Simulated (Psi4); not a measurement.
Psi4 1.11, unrestricted PBE/def2-svp: neopentasilane cation ([SiH3][Si]([SiH3])([SiH3])[SiH3]), charge +1, multiplicity 2, 17 atoms. The geometry is a generated start, not checked to be a minimum at this level.

```yaml
task: energy
method: pbe
basis: def2-svp
memory: 3 GB
maxiter: 100
keys_of_the_molecule_block: symmetry c1
scf_type: df (default)
e_convergence: 1e-06 (default)
d_convergence: 1e-06 (default)
dft_radial_points: 75 (default)
dft_spherical_points: 302 (default)
basis_functions: 150
grid_points: 362576
```

```xyz
17

Si    -0.3866    -0.8805    -2.1353
Si    -0.0032    -0.0007     0.0025
Si    -0.0270     2.3409    -0.0886
Si    -1.6774    -0.7265     1.4671
Si     2.0901    -0.7366     0.7571
H     -1.6772    -0.4674    -2.6908
H     -0.3825    -2.3448    -2.1472
H      0.6263    -0.4557    -3.1041
H      0.2231     2.9507     1.2196
H     -1.3130     2.8664    -0.5506
H      0.9888     2.8800    -0.9951
H     -3.0103    -0.2822     1.0527
H     -1.7451    -2.1849     1.5724
H     -1.4809    -0.2242     2.8290
H      2.1769    -2.1962     0.8403
H      3.1807    -0.3081    -0.1212
H      2.4172    -0.2302     2.0922
```

Charge 1 and multiplicity 2 are set for this test and not shown to be the ground state.

With the defaults (diis_max_vecs = 10, damping_percentage = 0, diis = true, scf_initial_accelerator = adiis, guess = auto, which took SAD, level_shift = 0, level_shift_cutoff = 0.01) it converges in 16 SCF iterations. One run each on 2 threads, with these changes:
- guess = gwh
- diis_max_vecs = 20
- scf_initial_accelerator = ediis
- damping_percentage = 20
- damping_percentage = 60
- level_shift = 0.1, level_shift_cutoff = 0.001
- scf_initial_accelerator = none
- diis_max_vecs = 3
- damping_percentage = 60, diis = false, scf_initial_accelerator = none

Task: Which runs fail or end elsewhere than the default run?

Result: No convergence: diis_max_vecs = 3; damping_percentage = 20; damping_percentage = 60; damping_percentage = 60, diis = false, scf_initial_accelerator = none (the run ends without SCF convergence in 100 iterations). The rest reach the solution of the defaults.

```json
[
 {"setting": "the defaults", "SCF iterations": "16", "end": "same solution"},
 {"setting": "scf_initial_accelerator = ediis", "SCF iterations": "16", "end": "same solution"},
 {"setting": "diis_max_vecs = 20", "SCF iterations": "16", "end": "same solution"},
 {"setting": "scf_initial_accelerator = none", "SCF iterations": "17", "end": "same solution"},
 {"setting": "level_shift = 0.1, level_shift_cutoff = 0.001", "SCF iterations": "21", "end": "same solution"},
 {"setting": "guess = gwh", "SCF iterations": "29", "end": "same solution"},
 {"setting": "diis_max_vecs = 3", "SCF iterations": "100", "end": "no convergence"},
 {"setting": "damping_percentage = 20", "SCF iterations": "100", "end": "no convergence"},
 {"setting": "damping_percentage = 60", "SCF iterations": "100", "end": "no convergence"},
 {"setting": "damping_percentage = 60, diis = false, scf_initial_accelerator = none", "SCF iterations": "100", "end": "no convergence"}
]
```

3 further runs of the study ended by our limits or in an error and are left out.
